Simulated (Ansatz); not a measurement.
A computed series for hypothetical rock salt SbP: pressure series

Consider SbP in the rock salt structure (space group Fm-3m, No. 225; a = 5.634 Å; a hypothetical phase, not in the database extracts checked).

Cell and atoms are relaxed at each pressure.

Levels (all Ansatz, a first-principles code, PAW): PBE (420 eV, scalar-relativistic without spin-orbit coupling); r2SCAN (500 eV, scalar-relativistic without spin-orbit coupling).

The base cell above is that of PBE; each level relaxes its own structures.

```json
[
 {"case": "pressure −2 GPa", "lattice parameter a, PBE": "5.689 Å", "lattice parameter a, r2SCAN": "5.651 Å"},
 {"case": "pressure −1 GPa", "lattice parameter a, PBE": "5.661 Å", "lattice parameter a, r2SCAN": "5.625 Å"},
 {"case": "pressure 0.3 GPa", "lattice parameter a, PBE": "5.627 Å", "lattice parameter a, r2SCAN": "5.594 Å"},
 {"case": "pressure 0.7 GPa", "lattice parameter a, PBE": "5.617 Å", "lattice parameter a, r2SCAN": "5.585 Å"},
 {"case": "pressure 1.5 GPa", "lattice parameter a, PBE": "5.598 Å", "lattice parameter a, r2SCAN": "5.567 Å"},
 {"case": "pressure 3 GPa", "lattice parameter a, PBE": "5.564 Å", "lattice parameter a, r2SCAN": "5.535 Å"},
 {"case": "pressure 5 GPa", "lattice parameter a, PBE": "5.523 Å", "lattice parameter a, r2SCAN": "5.496 Å"},
 {"case": "pressure 7.5 GPa", "lattice parameter a, PBE": "5.477 Å", "lattice parameter a, r2SCAN": "5.452 Å"},
 {"case": "pressure 10 GPa", "lattice parameter a, PBE": "5.435 Å", "lattice parameter a, r2SCAN": "5.413 Å"}
]
```

PBE lies above r2SCAN in every row, by 0.022 Å to 0.038 Å. They put the cases in the same order.

Load acts through the strain it causes; cell and atoms are relaxed under it. No phonon test of stability was made. Competing high-pressure phases were not computed. All final runs are without spin polarisation.
